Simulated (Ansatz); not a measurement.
## How far to go with the k-point mesh: Lu₂SeO₂ (P3m1, 5 atoms in the cell)

```xyz
5
Lattice="3.7272 0.0000 0.0000 -1.8636 3.2279 0.0000 0.0000 0.0000 6.6668" Properties=species:S:1:pos:R:3 pbc="T T T"
Lu     0.0000     2.1519     2.0047
Lu     1.8636     1.0760     4.7121
Se     0.0000     0.0000     0.0000
O      0.0000     2.1519     4.1674
O      1.8636     1.0760     2.4994
```

Method: PBEsol, default PAW files made with PBE (plane waves; Ansatz, an electronic-structure program).

Base settings: basis.ecutwfc = 420 eV; kpoints.mp_grid.grid = 8 8 4; hamiltonian.xc = pbesol; hamiltonian.pseudopotentials = {kind: paw} (the program's default PAW files); scf.occupations.method = fermi_dirac; scf.occupations.width = 0.02 eV.

The second cell is the first with its lattice scaled by 0.98.

Only quantities that move along the ladder and can be compared are tabulated.

The count of work is k-points × plane waves × bands × iterations; it is no time. Core times come from one kind of shared machine, to one figure; runs under 30 s give none.

The starting cell comes from a database of computed structures (which also holds hypothetical and non-ambient phases and stackings), without a prior relaxation at this level. Its lattice was rescaled by up to half a per cent. One atom was moved a little off its site on purpose. Spin-orbit coupling is off. In the base run, forces exceed 1 eV/Å. Ansatz's pressure includes its estimate of the finite-basis (Pulay) stress.

| kpoints.mp_grid.grid | free energy less the last step's (meV/atom) | energy of the compressed cell less the first (meV/atom) | pressure (GPa) | largest difference of a force vector from the last step's (eV/Å) | gap on the mesh (eV) | count of work / last | core time / last (rough) |
|---|---|---|---|---|---|---|---|
| 2 2 1 | 139.69 | 36.03 | 1.53 | 0.212 | 1.673 | 0.0044 | – |
| 3 3 2 | 23.75 | 26.77 | 0.18 | 0.038 | 1.566 | 0.012 | – |
| 4 4 2 | 7.73 | 25.60 | 0.00 | 0.017 | 1.582 | 0.020 | – |
| 5 5 3 | 1.23 | 24.80 | -0.13 | 0.004 | 1.619 | 0.026 | – |
| 6 6 3 | 0.34 | 24.68 | -0.14 | 0.001 | 1.622 | 0.037 | – |
| 7 7 3 | 0.06 | 24.65 | -0.15 | 0.000 | 1.623 | 0.044 | – |
| 7 7 4 | 0.07 | 24.71 | -0.14 | 0.000 | 1.596 | 0.055 | – |
| 8 8 4 | 0.05 | 24.64 | -0.15 | 0.000 | 1.596 | 0.077 | – |
| 9 9 5 | 0.02 | 24.64 | -0.15 | 0.000 | 1.607 | 0.11 | – |
| 10 10 5 | -0.02 | 24.69 | -0.15 | 0.000 | 1.607 | 0.11 | – |
| 11 11 5 | 0.00 | 24.64 | -0.15 | 0.000 | 1.607 | 0.13 | – |
| 12 12 6 | 0.00 | 24.66 | -0.15 | 0.000 | 1.596 | 0.20 | 0.2 |
| 13 13 7 | 0.01 | 24.64 | -0.15 | 0.000 | 1.602 | 0.25 | 0.2 |
| 15 15 7 | 0.00 | 24.65 | -0.15 | 0.000 | 1.602 | 0.32 | 0.3 |
| 16 16 8 | -0.01 | 24.66 | -0.15 | 0.000 | 1.596 | 0.42 | 0.4 |
| 18 18 9 | 0.00 | 24.64 | -0.15 | 0.000 | 1.600 | 0.57 | 0.5 |
| 20 20 10 | 0.00 | 24.65 | -0.15 | 0.000 | 1.596 | 0.77 | 0.7 |
| 22 22 11 | 0.00 | 24.65 | -0.15 | 0.000 | 1.599 | 1.0 | 1 |

Coarsest kpoints.mp_grid.grid that holds the forces within 0.005 eV/Å of the last step, with all finer ones: 5 5 3, at 0.026 of the last step's count of work; the step before is off by 0.017 eV/Å.

Coarsest kpoints.mp_grid.grid that holds the pressure within 1 GPa of the last step, with all finer ones: 3 3 2, at 0.012 of the last step's count of work; the step before is off by 1.7 GPa.

Coarsest kpoints.mp_grid.grid that holds the free energy within 2 meV/atom of the last step, with all finer ones: 5 5 3, at 0.026 of the last step's count of work; the step before is off by 7.7 meV/atom.

The energy difference between the two cells stays within 1 meV/atom of the last step's from 4 4 2 on, the total only from 6 6 3 on: much of the error is common to both cells and cancels.

The gap on the mesh jumps up and down from mesh to mesh; it is no smooth measure of convergence.

Keys are those of Ansatz 0.2.
